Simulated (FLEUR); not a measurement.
FLEUR run on HfIr3 (Pm-3m, 4 atoms in the cell): self-consistent single point.

Method of the run: PBEsol, all-electron FLAPW (FLEUR), scalar-relativistic valence in FLEUR.

The change in words: lattice scaled by 0.98. Reference geometry:
```
HfIr3
1.0
    3.87090     0.00000     0.00000
    0.00000     3.87090     0.00000
    0.00000     0.00000     3.87090
Hf Ir
1 3
Direct
  0.00000   0.00000   0.00000
  0.00000   0.50000   0.50000
  0.50000   0.00000   0.50000
  0.50000   0.50000   0.00000
```

Reference input (self-consistent single point, DFT, PBEsol, all-electron FLAPW (FLEUR), scalar-relativistic valence): Kmax = 4.3 1/bohr; GmaxXC = 17.2 1/bohr; xcFunctional = PBEs; jspins = 1; l_soc = F; mode = gauss; fermiSmearingEnergy = 0.00734986 Htr; mesh (inpgen div1-3) = 7 7 7; inpgen gamma flag = false; Gmax = 17.2 1/bohr; numbands = 0; maxIterBroyd = 15. This run's input differs from it in these lines:

```diff
@@ -6,3 +6,3 @@
 0.0000000000 0.0000000000 1.0000000000
-7.3149446353
+7.1686458181
 1.0 1.0 1.0
@@ -46,5 +46,5 @@
          <bravaisMatrix>
-            <row-1>    7.3149446352999998     0.0000000000000000     0.0000000000000000</row-1>
-            <row-2>    0.0000000000000000     7.3149446352999998     0.0000000000000000</row-2>
-            <row-3>    0.0000000000000000     0.0000000000000000     7.3149446352999998</row-3>
+            <row-1>    7.1686458180999999     0.0000000000000000     0.0000000000000000</row-1>
+            <row-2>    0.0000000000000000     7.1686458180999999     0.0000000000000000</row-2>
+            <row-3>    0.0000000000000000     0.0000000000000000     7.1686458180999999</row-3>
          </bravaisMatrix>
```

Log, with long lists cut:

```
 Iteration:     1   Distance:      15.17835152 me/bohr^3
 Iteration:     2   Distance:      13.90458149 me/bohr^3
 Iteration:     3   Distance:       7.30177889 me/bohr^3
 Iteration:     4   Distance:       1.57132675 me/bohr^3
 Iteration:     5   Distance:       1.37756637 me/bohr^3
   [... 9 lines left out ...]
 Iteration:    15   Distance:       0.00005736 me/bohr^3
 Iteration:    16   Distance:       0.00004828 me/bohr^3
 Iteration:    17   Distance:       0.00002112 me/bohr^3
 Iteration:    18   Distance:       0.00000725 me/bohr^3
 Run finished successfully
 Stop message:
   Structural relaxation: Done

[file out, last iteration]
             iter=     19
[...]
          total density-effective poten   -1.1992346724E+05
          total charge density-energy d   -1.3381457826E+03
 Updated energy parameters for spin:           1
[...]
 fermi energy and band-weighting factors:

[...]
FERMIE:
          first approx. to ef    (T=0)  :   0.712279 htr   (energy of the highest occ. eigenvalue)
          number of occ. states  (T=0)  :        699
          first approx. to seigv (T=0)  :  -2.394494 htr
          sum of weights of occ. states :  35.545190
          sum of semicore charge        :   0.000000 e
          fermi energy=   0.71450 har   work function= -19.44241 ev
          number of valence electrons=  71.00000
     band-weighting factor for spin=    1
   [... lines left out ...]
          total moment                 =     0.00000
 Direct bandgap for spin            1 :    8.1804669465868063E-003  Htr
 ---->    free energy=                    -68652.7057837039 htr
   [... lines left out ...]
      extrapolation for T->0
 ---->    total electron energy=          -68652.7057837039 htr
 ***** TOTAL FORCES ON ATOMS *****
 TOTAL FORCE FOR ATOM TYPE=  1  X=  0.000   Y=  0.000   Z=  0.000
                       FX_TOT= 0.000000 FY_TOT= 0.000000 FZ_TOT= 0.000000
 TOTAL FORCE FOR ATOM TYPE=  2  X=  0.000   Y=  3.584   Z=  3.584
                       FX_TOT= 0.000000 FY_TOT= 0.000000 FZ_TOT= 0.000000
 Structural relaxation: Done
```

The run converged in 18 iterations. FLEUR gives forces in its relaxation mode, with a further iteration, so its stop message speaks of a relaxation. Against the reference run the total energy rises by 141 meV/atom.

The starting cell comes from a database of computed structures (which also holds hypothetical and non-ambient phases and stackings), without a prior relaxation at this level. Its lattice was rescaled by a random factor within 2.5 % of one. For this run, on top of that: lattice scaled by 0.98. Spin-orbit coupling is off. Spin polarisation is off. Values depend on the basis (sphere radii, cutoffs, local orbitals), which need not be converged. The log's line on a gap gives a spacing of levels on this mesh, which the program prints for metals too.

Cost on one core of a shared machine: roughly 3 min.
